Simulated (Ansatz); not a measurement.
The starting structures come from a database of crystals and need not be the phases stable at ambient conditions.

# Evanescent states of Ca₄Bi₂O (I4/mmm, not sure to be the ambient phase, 7 atoms a cell, 26.7 Å³ an atom) along the normal of (100)

Computed with r2SCAN (plane waves, PAW; Ansatz, a first-principles code).

The gap is the functional's own. No spin-orbit coupling. Mid-gap values are interpolated on the energy grid.

Energies count from the valence-band top; κ is the least over a 6×2 mesh across the current.

```tsv
E (eV)	κ (1/Å)	where
0.04	0.029	Γ
0.10	0.049	Γ
0.17	0.061	Γ
0.24	0.071	Γ
0.32	0.078	Γ
0.39	0.085	Γ
0.46	0.090	Γ
0.53	0.094	Γ
0.59	0.097	Γ
0.67	0.099	Γ
0.73	0.099	Γ
0.81	0.095	Γ
0.88	0.091	Γ
0.94	0.084	Γ
1.01	0.075	Γ
1.08	0.062	Γ
1.16	0.040	Γ
```

Question: How thick must the barrier be to attenuate the transmission by 10^4 when the electrodes' Fermi level lies at 0.67 eV, and what attenuation does that film give at 0.39 eV?

Answer: d = 4 ln 10 / (2 × 0.099) = 46.5 Å. At 0.39 eV it gives 4 × 0.085/0.099 = 3.4 decades.
